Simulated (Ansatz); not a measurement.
Defect migration in zinc-blende InP: Al-vacancy pair (Al on one host In site, one In site vacant), charge state -3. These are PBE, PAW (plane waves to 420 eV; Ansatz, an electronic-structure program) values and carry that method's errors.

64-site cell at the relaxed PBE lattice, one k-point at (0.250, 0.250, 0.250), smearing 0.05 eV, spin-restricted, no finite-size correction. No zero-point or tunnelling terms. PBE gaps are too small, and in this host the defect's levels may merge with the bands. The charge state is imposed; whether it is stable for some Fermi level was not computed. Forms of the defect that were not tried may lie lower. The start lies 0.036 eV above the lowest site run (PBE).

Barriers: single points on a 2×2×2 k-point mesh shifted by half a step at the bands' geometries (they differ from the bands' own by up to 0.08 eV, and are uncertain by about as much).

Relaxed starting cell (atoms counted from 1):

```yaml
crystal:
  lattice:
    - [11.92000, 0.00000, 0.00000]
    - [0.00000, 11.92000, 0.00000]
    - [0.00000, 0.00000, 11.92000]
  atoms:
    - { symbol: Al, position: [0.99511, 0.00591, 0.00569] }
    - { symbol: In, position: [0.00697, 0.00658, 0.49471] }
    - { symbol: In, position: [0.00711, 0.49500, 0.00633] }
    - { symbol: In, position: [0.99153, 0.49413, 0.49404] }
    - { symbol: In, position: [0.50038, 0.00209, 0.00200] }
    - { symbol: In, position: [0.50044, 0.00159, 0.49883] }
    - { symbol: In, position: [0.50051, 0.49902, 0.00148] }
    - { symbol: In, position: [0.49806, 0.49854, 0.49837] }
    - { symbol: P, position: [0.10992, 0.13698, 0.36109] }
    - { symbol: P, position: [0.11755, 0.11852, 0.88384] }
    - { symbol: P, position: [0.12350, 0.62379, 0.37324] }
    - { symbol: P, position: [0.12462, 0.62531, 0.87535] }
    - { symbol: P, position: [0.62893, 0.12555, 0.37406] }
    - { symbol: P, position: [0.62679, 0.12755, 0.87754] }
    - { symbol: P, position: [0.62444, 0.62558, 0.37514] }
    - { symbol: P, position: [0.62656, 0.62732, 0.87697] }
    - { symbol: In, position: [0.99948, 0.24823, 0.75265] }
    - { symbol: In, position: [0.99945, 0.75279, 0.24813] }
    - { symbol: In, position: [0.99912, 0.75289, 0.75282] }
    - { symbol: In, position: [0.50054, 0.25019, 0.25004] }
    - { symbol: In, position: [0.49927, 0.24944, 0.75085] }
    - { symbol: In, position: [0.49927, 0.75079, 0.24950] }
    - { symbol: In, position: [0.49984, 0.75047, 0.75033] }
    - { symbol: P, position: [0.10968, 0.36116, 0.13689] }
    - { symbol: P, position: [0.12353, 0.37336, 0.62366] }
    - { symbol: P, position: [0.11749, 0.88400, 0.11837] }
    - { symbol: P, position: [0.12444, 0.87550, 0.62519] }
    - { symbol: P, position: [0.62898, 0.37421, 0.12542] }
    - { symbol: P, position: [0.62430, 0.37529, 0.62559] }
    - { symbol: P, position: [0.62669, 0.87758, 0.12751] }
    - { symbol: P, position: [0.62655, 0.87710, 0.62716] }
    - { symbol: In, position: [0.24102, 0.00667, 0.25456] }
    - { symbol: In, position: [0.24649, 0.00108, 0.75296] }
    - { symbol: In, position: [0.24193, 0.49299, 0.24140] }
    - { symbol: In, position: [0.24802, 0.49821, 0.74918] }
    - { symbol: In, position: [0.76126, 0.00743, 0.24205] }
    - { symbol: In, position: [0.75362, 0.00235, 0.75337] }
    - { symbol: In, position: [0.75572, 0.49492, 0.25761] }
    - { symbol: In, position: [0.75040, 0.49988, 0.75098] }
    - { symbol: P, position: [0.37289, 0.12596, 0.12576] }
    - { symbol: P, position: [0.37311, 0.12543, 0.62575] }
    - { symbol: P, position: [0.37305, 0.62585, 0.12534] }
    - { symbol: P, position: [0.37429, 0.62524, 0.62502] }
    - { symbol: P, position: [0.89755, 0.12921, 0.12906] }
    - { symbol: P, position: [0.87523, 0.12598, 0.62373] }
    - { symbol: P, position: [0.87528, 0.62390, 0.12577] }
    - { symbol: P, position: [0.87565, 0.62653, 0.62639] }
    - { symbol: In, position: [0.24096, 0.25487, 0.00660] }
    - { symbol: In, position: [0.24204, 0.24152, 0.49291] }
    - { symbol: In, position: [0.24657, 0.75317, 0.00098] }
    - { symbol: In, position: [0.24786, 0.74942, 0.49811] }
    - { symbol: In, position: [0.76134, 0.24228, 0.00722] }
    - { symbol: In, position: [0.75544, 0.25778, 0.49489] }
    - { symbol: In, position: [0.75358, 0.75359, 0.00224] }
    - { symbol: In, position: [0.75038, 0.75113, 0.49974] }
    - { symbol: P, position: [0.37171, 0.37427, 0.37414] }
    - { symbol: P, position: [0.37319, 0.37388, 0.87641] }
    - { symbol: P, position: [0.37314, 0.87652, 0.37375] }
    - { symbol: P, position: [0.37537, 0.87640, 0.87624] }
    - { symbol: P, position: [0.88594, 0.36259, 0.36259] }
    - { symbol: P, position: [0.87582, 0.37635, 0.87730] }
    - { symbol: P, position: [0.87577, 0.87748, 0.37615] }
    - { symbol: P, position: [0.88388, 0.88423, 0.88409] }
```
Cell charge -3.

End state 1 differs by these moves (Å; atoms that move under 0.08 Å are left out):

```
atom  element     Δx     Δy     Δz
----  -------  -----  -----  -----
2          In  -0.19  -0.19  -0.02
3          In  -0.11   0.06  -0.06
4          In   0.06   0.05   0.05
5          In   0.09  -0.10   0.09
6          In   0.04   0.06  -0.04
9           P   0.13  -0.16   0.16
13          P   0.06  -0.18  -0.15
18         In  -0.09   0.07   0.07
20         In   0.05  -0.07   0.09
22         In   0.10   0.09  -0.07
24          P   0.17   0.16  -0.13
30          P   0.19   0.19   0.20
32         In   0.07  -0.08  -0.08
34         In   0.08   0.09   0.10
36         In   2.75   2.76  -0.03
38         In  -0.08   0.05  -0.09
44          P  -0.30  -0.30  -0.07
48         In   0.08  -0.09  -0.07
49         In   0.06   0.08   0.07
53         In  -0.18  -0.19  -0.02
54         In  -0.09   0.10   0.09
55         In   0.07   0.05  -0.06
60          P  -0.15   0.08   0.12
62          P  -0.20   0.11  -0.18
```

Q: Give the forward and backward barriers to end state 1 at the level PBE, PAW.

A: forward 1.51 eV, backward 1.51 eV; at the saddle point atom 36 has neighbours P at 2.51, P at 2.79, P at 2.84, P at 3.00, P at 3.06 Å. The saddle point's order was not checked.

End state 2 differs by these moves (Å; atoms that move under 0.08 Å are left out):

```csv
atom,element,Δx,Δy,Δz
1,Al,0.12,0.00,-0.12
2,In,-0.06,-0.05,0.07
4,In,0.11,0.06,0.08
5,In,-0.07,0.05,0.06
7,In,-0.08,-0.06,-0.12
9,P,0.19,-0.13,0.14
10,P,0.13,0.13,0.17
17,In,0.09,-0.07,0.11
20,In,-0.10,-0.10,-0.09
21,In,-0.06,0.10,0.06
24,P,0.32,0.00,-0.32
32,In,0.16,0.00,-0.16
33,In,-0.06,0.07,0.10
35,In,0.11,-0.04,0.08
36,In,-0.10,-0.08,0.06
38,In,-0.08,0.04,-0.11
40,P,-0.15,0.13,-0.19
44,P,-0.17,-0.13,-0.13
48,In,-2.80,0.00,2.80
49,In,0.09,0.10,0.09
52,In,-0.11,0.07,-0.09
53,In,-0.06,-0.10,0.06
57,P,-0.13,-0.13,0.12
60,P,-0.12,0.13,0.13
```

Q: Estimate the forward and backward barriers to end state 2 that PBE, PAW returns for this input.

A: forward 1.40 eV, backward 1.40 eV; at the saddle point atom 48 has neighbours P at 2.49, P at 2.76, P at 2.79, P at 3.01, P at 3.12 Å. The saddle point's order was not checked.

End state 3 differs by these moves (Å; atoms that move under 0.08 Å are left out):

```csv
atom,element,Δx,Δy,Δz
1,Al,0.06,-0.04,-0.04
2,In,-0.08,-0.06,0.08
3,In,-0.08,0.08,-0.06
4,In,0.02,-2.83,-2.83
9,P,0.18,-0.11,0.18
11,P,-0.15,-0.10,0.13
17,In,0.09,0.06,-0.05
18,In,0.09,-0.05,0.06
19,In,-0.09,-0.06,-0.06
24,P,0.18,0.18,-0.11
25,P,-0.16,0.13,-0.11
32,In,0.07,-0.06,-0.06
34,In,0.03,0.18,0.18
35,In,-0.07,-0.07,-0.06
36,In,-0.09,-0.07,0.10
39,In,0.06,0.10,-0.06
44,P,-0.16,-0.10,-0.10
47,P,0.13,-0.13,-0.13
48,In,0.07,-0.06,-0.06
49,In,0.03,0.18,0.18
51,In,-0.07,-0.06,-0.07
52,In,-0.09,0.10,-0.07
55,In,0.07,-0.06,0.10
60,P,0.08,0.34,0.34
```

Q: Estimate the forward and backward barriers to end state 3 that PBE, PAW returns for this input.

A: forward 1.59 eV, backward 1.62 eV; at the saddle point atom 4 has neighbours P at 2.50, 2 P at 2.81, 2 P at 3.05 Å. The saddle point's order was not checked, and it lies on a symmetry element of the cell, where a band can be held.
